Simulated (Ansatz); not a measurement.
Abridged Ansatz (a quantum-chemistry and plane-wave program) output:

```
Relaxation: its limit of steps is 50 (relax.max_steps)
Pseudopotential: Al, paw, valence charge 3
Crystal: 1 atoms, lattice volume = 16.308 Å³
Basis set: ecut = 420 eV, 331 PW (Γ), exchange–correlation on 40×40×40 points (8 copies of the dense FFT grid, shifted against one another)
Bands: 6, of which v1, the nominal top of the filled ones, is band 2 counted from 1 (1 counted from 0)
Symmetry: 16 space group operations
k-points: 1639 of 21952
Functional: x = pbesol(κ = 0.804, μ = 0.12345679012345678), c = pbesol(β = 0.046)
SCF iter   1: F=—  HF=-524.554267 eV  |F-HF|=—  |Δ(HF+E_count)|=         —  Δρ=7.00e-4  dr2=3.37e-5  ethr=1.77e-3  ⟨swp⟩=4.8  Hψ=84084  notcnv=0
SCF iter   2: F=—  HF=-524.554291 eV  |F-HF|=—  |Δ(HF+E_count)|=   2.37e-5  Δρ=3.55e-4  dr2=8.63e-6  ethr=1.12e-6  ⟨swp⟩=1.9  Hψ=24627  notcnv=0
SCF 1 converged in 6 iterations: F = -524.554297 eV  dr2 = 7.79e-12
relax step   1: F+E_penalty+E_count = -524.55429667 eV  Δ(F+E_penalty+E_count) = +0.000e0 eV  max|allowed force component| = 0.000e0 eV/Å  Δτ_max = 0.0000 Å  P = -0.605 GPa  Ω = 16.308 Å³  fix = [a, b, gamma]  reactions: a -0.710, b -0.710 GPa  (6 SCF iters, dr2 threshold 1.00e-7 eV, accepted)
[... steps on the carried basis left out ...]
relax step   3: F+E_penalty+E_count = -524.55439156 eV  Δ(F+E_penalty+E_count) = -9.740e-6 eV  max|allowed force component| = 0.000e0 eV/Å  Δτ_max = 0.0000 Å  P = -0.318 GPa  Ω = 16.250 Å³  energy of the carried Pulay correction = +2.395e-5 eV  fix = [a, b, gamma]  reactions: a -0.478, b -0.478 GPa  (2 SCF iters, dr2 threshold 2.26e-8 eV, accepted)
Crystal: 1 atoms, lattice volume = 16.250 Å³
SCF iter   1: F=—  HF=-524.554354 eV  |F-HF|=—  |Δ(HF+E_count)|=         —  Δρ=1.22e-5  dr2=2.02e-8  ethr=4.05e-9  ⟨swp⟩=3.2  Hψ=114553  notcnv=0
SCF iter   2: F=—  HF=-524.554369 eV  |F-HF|=—  |Δ(HF+E_count)|=   1.49e-5  Δρ=6.14e-6  dr2=4.96e-9  ethr=6.72e-10  ⟨swp⟩=1.7  Hψ=11644  notcnv=0
SCF 4 converged in 4 iterations: F = -524.554369 eV  dr2 = 3.69e-13
SCF converged after 4 iterations
Free energy (F): -524.554369 eV
Internal energy: -524.540741 eV  (E = F + TS)
E sigma→0 (E₀):  -524.547555 eV
Entropy (-TS):   -0.013627 eV (-13.627 meV/atom)
Fermi energy:    8.042755 eV
--- Forces (eV/Å), atoms counted from 1 ---
  atom   1  Al    -0.00000000     0.00000000     0.00000000
--- Stress (GPa, compression-positive) ---
       -0.478716       0.000000       0.000000
        0.000000      -0.478716       0.000000
        0.000000       0.000000      -0.002894
  P = ⅓ Tr σ = -0.3201 GPa (-3.201 kbar)
--- Relaxed structure (3 steps of the walk, 3 accepted, 1 SCFs on fresh bases) ---
  cell:  # Å, volume = 16.2504 Å³
    - [2.8535560672, 0.0, 0.0]
    - [0.0, 2.8535560672, 0.0]
    - [1.4267780336, -1.4267780336, 1.9956851791753496]
  atoms:
    - { symbol: Al, position: [0.0, 0.0, 0.0] }
```

**Question.** What was computed, and what are the main results?

**Answer.** Al, 1 atom in the cell, with Kohn–Sham DFT with the PBEsol functional, run in Ansatz with PAW and 420 eV plane waves, no SOC. The last SCF converged to F = -524.554369 eV, or -524.5544 eV per atom, at a pressure of -0.32 GPa. The total energy compares only with runs of the same code, potentials and settings.

The cells carry an imposed strain or load. Stability against distortions was not tested. The cell was made from Al in the fcc (Cu type) structure (space group Fm-3m, No. 225) by this change: biaxial strain +0.50 %, plane normal [001], relaxed out of plane.

Keys are those of Ansatz 0.2.
